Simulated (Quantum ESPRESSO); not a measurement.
# Short convergence ladders for Tc (P-3m1, 2 atoms in the cell)

```xyz
2
Lattice="1.3632 -2.3610 0.0000 1.3632 2.3610 0.0000 0.0000 0.0000 4.3681" Properties=species:S:1:pos:R:3 pbc="T T T"
Tc     1.3632     0.7870     1.1420
Tc     1.3632    -0.7870     3.2760
```

Base method: PBEsol, GBRV 1.5 ultrasoft (PBESOL) pseudopotentials (plane waves; Quantum ESPRESSO 7.5).

Base settings: ecutwfc = 40 Ry; ecutrho = 320 Ry; occupations = smearing; smearing = gauss; degauss = 0.0073499 Ry; potentials = {Tc: tc_pbesol_v1.uspp.F.UPF}; K_POINTS = automatic 10 10 6 0 0 0; conv_thr = 1e-10 Ry; mixing_beta = 0.5.

The count of work is k-points × plane waves × bands × iterations; it is no time. 

**Shifted k-point meshes**

Only quantities that move along the ladder and can be compared are tabulated.

| K_POINTS | free energy less the last step's (meV/atom) | pressure (GPa) | largest difference of a force vector from the last step's (eV/Å) | count of work / last |
|---|---|---|---|---|
| automatic 2 2 2 1 1 1 | 37.32 | 4.47 | 0.412 | 0.0028 |
| automatic 4 4 2 1 1 1 | 4.03 | -1.38 | 0.183 | 0.0093 |
| automatic 5 5 3 1 1 1 | 44.42 | -0.77 | 0.434 | 0.021 |
| automatic 7 7 4 1 1 1 | 2.79 | -1.25 | 0.100 | 0.048 |
| automatic 9 9 5 1 1 1 | 5.13 | -1.27 | 0.091 | 0.100 |
| automatic 11 11 6 1 1 1 | -0.60 | -1.35 | 0.033 | 0.17 |
| automatic 20 20 11 1 1 1 | 0.00 | -1.51 | 0.000 | 1.0 |

Coarsest K_POINTS that holds the forces within 0.02 eV/Å: not settled: the last two steps still differ by 0.033 eV/Å, over half the tolerance, so the ladder does not show it.

State of the pressure at the end of the ladder: still drifting one way, by 0.24 GPa over the last two steps, so the last step is no safe reference.

Coarsest K_POINTS that holds the free energy within 2 meV/atom of the last step, with all finer ones: automatic 11 11 6 1 1 1, at 0.17 of the last step's count of work; the step before is off by 5.1 meV/atom.

Two neighbours can agree and both be off: automatic 7 7 4 1 1 1 and automatic 9 9 5 1 1 1 differ by 0.02 GPa in the pressure, yet lie about 0.24 GPa from the last step.

**The width of Fermi-Dirac smearing**

In this ladder: smearing = fd; K_POINTS = automatic 16 16 10 0 0 0.

Narrow widths need finer meshes than wide ones, so the last steps can hold mesh noise.

Only quantities that move along the ladder and can be compared are tabulated; pressure and forces are left out, as mesh noise rules them at narrow widths.

| degauss | free energy less the last step's (meV/atom) | energy extrapolated to zero width less the last step's (meV/atom) |
|---|---|---|
| 0.073499 Ry | -1678.09 | -33.02 |
| 0.036749 Ry | -406.66 | 4.06 |
| 0.02205 Ry | -134.17 | 2.13 |
| 0.0073499 Ry | 0.00 | 0.00 |

Widest degauss that holds the energy extrapolated to zero width within 1 meV/atom: not settled: the last two steps still differ by 2.1 meV/atom, over half the tolerance, so the ladder does not show it.

Widest degauss that holds the free energy within 5 meV/atom: not settled: the last two steps still differ by 130 meV/atom, over half the tolerance, so the ladder does not show it.

The extrapolation to zero width removes most of the smearing's effect on the energy.

**The number of bands**

The mesh stays at the base's, so the ladder's end is converged at best in this setting alone.

Only quantities that move along the ladder and can be compared are tabulated.

| nbnd | free energy less the last step's (meV/atom) | pressure (GPa) | largest difference of a force vector from the last step's (eV/Å) | count of work / last |
|---|---|---|---|---|
| 15 | 246.91 | 3.83 | 0.204 | 1.7 |
| 16 | 5.54 | -1.20 | 0.008 | 0.51 |
| 17 | 0.00 | -1.41 | 0.000 | 0.47 |
| 19 | 0.00 | -1.41 | 0.000 | 0.44 |
| 25 | 0.00 | -1.41 | 0.000 | 0.53 |
| 47 | 0.00 | -1.41 | 0.000 | 1.0 |

Coarsest nbnd that holds the forces within 0.02 eV/Å of the last step, with all finer ones: 16; the step before is off by 0.20 eV/Å.

Coarsest nbnd that holds the free energy within 2 meV/atom of the last step, with all finer ones: 17; the step before is off by 5.5 meV/atom.

Coarsest nbnd that holds the pressure within 1 GPa of the last step, with all finer ones: 16; the step before is off by 5.2 GPa.

On the base run: the starting cell has typed, rounded lattice constants, without a prior relaxation at this level. Its lattice was rescaled by up to half a per cent. One atom was moved a little off its site on purpose. Spin polarisation is off.

Left out of this page: 2 runs of the series outside the window shown, repeating another row's setting, or not comparable.
